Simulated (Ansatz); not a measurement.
Base system: HfS$_{2}$ in the CdI2 type structure (space group P-3m1, No. 164; layered, stacked along the Cartesian z axis).

```yaml
crystal:
  lattice:
    - [3.54750, 0.00000, 0.00000]
    - [-1.77375, 3.07223, 0.00000]
    - [0.00000, 0.00000, 5.57728]
  atoms:
    - { symbol: Hf, position: [0.00000, 0.00000, 0.00000] }
    - { symbol: S, position: [0.33333, 0.66667, 0.26188] }
    - { symbol: S, position: [0.66667, 0.33333, 0.73812] }
```

The values are results of PBEsol-D3(BJ) (Ansatz, a first-principles code; PAW; 420 eV plane waves; scalar-relativistic without spin-orbit coupling), not measurements.

For the base:

- Band gap: 0.45 eV
- Lattice parameter a: 3.548 Å
- c/a ratio: 1.572

The change: a hydrostatic pressure of 4.2 GPa.

Question: Predict the new band gap.

Answer: The band gap changes from 0.45 eV to zero.

Question: Estimate the effect on the lattice parameter a.

Answer: The lattice parameter a shrinks by 0.0623 Å (3.548 Å → 3.485 Å).

Question: Estimate the effect on the c/a ratio.

Answer: The c/a ratio falls by 0.0306 to 1.542.

Spin-orbit coupling, missing from the scalar runs, can matter with Hf. Load acts through the strain it causes; cell and atoms are relaxed under it. Stability against distortions was not tested. All final runs are without spin polarisation. Gaps under 0.05 eV, about the width of the smearing, are given as zero. The zero or small gap of HfS2 under pressure 4.2 GPa can change with the level of theory.
